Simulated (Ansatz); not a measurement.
YAl2 (Fd-3m), Ansatz (a first-principles code) with PBEsol, DFPT electron-phonon coupling, linearised Boltzmann equation: phonon-limited resistivity 33.9 μΩ·cm at 300 K, 45.0 μΩ·cm at 400 K, current-weighted mean free path 6.3 nm.

**Question.** What is the classical skin depth at 10 GHz (nonmagnetic, μ₀ = 1.257×10⁻⁶ H/m)?

**Answer.** δ = √(ρ/(π f μ₀)) = 2930 nm.

**Question.** What temperature coefficient of resistance follows, and how does it compare with 1/T?

**Answer.** (ρ₄₀₀ − ρ₃₀₀)/(100 K × ρ₃₀₀) = 3.27×10⁻³ K⁻¹, against 1/T = 3.33×10⁻³ K⁻¹ for a resistivity proportional to T. Impurities would add a constant and lower it.

**Question.** Estimate the electronic thermal conductivity at 300 K by the Wiedemann-Franz law (L₀ = 2.44×10⁻⁸ W·Ω/K²).

**Answer.** L₀T/ρ = 2.44×10⁻⁸ × 300/(33.9×10⁻⁸) = 21.6 W/(m·K). Inelastic scattering puts the true Lorenz number somewhat under L₀ near and below the Debye temperature.

A metal at this level (no band gap). Only scattering by harmonic phonons is included (no impurities, grain boundaries, electron-electron scattering or thermal expansion). Spin-orbit coupling is left out. Halving the electron mesh (20x20x20) moves the resistivity by up to 8 % at 300 K, the mean free path by up to 5 %. Smearing 0.20 eV; phonons on a 3x3x3 q mesh, which this run doesn't test.
